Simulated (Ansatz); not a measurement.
Start from ZnSe in the zinc blende structure (space group F-43m, No. 216; a = 5.633 Å). Axes: x, y, z lie along the cube axes.

Modification: compressive biaxial strain of 0.42 % in the plane normal to [111], as in epitaxy on a mismatched substrate; the out-of-plane cell vector and the atoms relax.

Computed with Ansatz (a first-principles code) PBEsol, no spin-orbit coupling.

### Question
Give the band edges at the high-symmetry points of the new zone, measured from its valence-band maximum.

### Answer
```tsv
point	valence edge (eV)	conduction edge (eV)
Γ	0.00	1.25
T	-0.90	2.53
H₂	-2.83	5.34
H₀	-2.83	5.34
L	-0.92	2.46
S₀	-1.91	3.41
S₂	-1.91	3.41
F	-2.28	2.77
```

The gap is 1.25 eV, direct at Γ.

Stability against distortions was not tested. k-point labels follow each cell's own Brillouin zone.
